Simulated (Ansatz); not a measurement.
## Pressure series in CaO

Consider CaO in the rock salt structure (space group Fm-3m, No. 225; a = 4.767 Å).

Cell and atoms are relaxed at each pressure.

The values are results of PBEsol, PAW, 420 eV (Ansatz, a first-principles code; scalar-relativistic without spin-orbit coupling), not measurements.

Notes on the quantities. hole mass: degenerate bands, along [100]; enthalpy: H = E + PV relative to the base's energy.

```tsv
change	smallest direct gap	hole mass	shortest interatomic distance	electron mass	enthalpy
base	3.92 eV	0.34, 2.8, 2.8 mₑ (at Γ)	2.384 Å	1.4 mₑ along k, 0.42 mₑ across (at X)	–
pressure −2 GPa	[?]	0.34, 2.8, 2.8 mₑ (at Γ)	[?]	[?]	-0.17 eV/atom
pressure −1 GPa	3.92 eV	0.34, 2.8, 2.8 mₑ (at Γ)	2.391 Å	1.4 mₑ along k, 0.42 mₑ across (at X)	-0.08 eV/atom
pressure 0.3 GPa	3.91 eV	0.34, 2.8, 2.8 mₑ (at Γ)	2.382 Å	1.4 mₑ along k, 0.42 mₑ across (at X)	+0.03 eV/atom
pressure 0.7 GPa	3.91 eV	0.34, 2.8, 2.8 mₑ (at Γ)	2.379 Å	1.4 mₑ along k, 0.42 mₑ across (at X)	+0.06 eV/atom
pressure 1.5 GPa	3.91 eV	0.34, 2.8, 2.8 mₑ (at Γ)	2.374 Å	1.4 mₑ along k, 0.42 mₑ across (at X)	+0.13 eV/atom
pressure 3 GPa	3.89 eV	0.34, 2.8, 2.8 mₑ (at Γ)	2.364 Å	1.4 mₑ along k, 0.41 mₑ across (at X)	+0.25 eV/atom
pressure 5 GPa	3.88 eV	0.33, 2.8, 2.8 mₑ (at Γ)	2.352 Å	1.4 mₑ along k, 0.41 mₑ across (at X)	+0.41 eV/atom
pressure 7.5 GPa	3.86 eV	0.33, 2.7, 2.7 mₑ (at Γ)	2.338 Å	1.4 mₑ along k, 0.40 mₑ across (at X)	+0.62 eV/atom
pressure 10 GPa	3.84 eV	0.33, 2.7, 2.7 mₑ (at Γ)	2.326 Å	1.4 mₑ along k, 0.40 mₑ across (at X)	+0.81 eV/atom
```

Task: Fill in the withheld entries from the trend.

Result: 
- pressure −2 GPa, smallest direct gap: 3.93 eV
- pressure −2 GPa, shortest interatomic distance: 2.398 Å
- pressure −2 GPa, electron mass: 1.4 mₑ along k, 0.43 mₑ across (at X)

Load acts through the strain it causes; cell and atoms are relaxed under it. Masses are band curvatures over ±0.01 Å⁻¹ around the edge. Along k means along the line from Γ to the band edge. Whether these cells are dynamically stable was not tested. No other phases were tried under pressure.
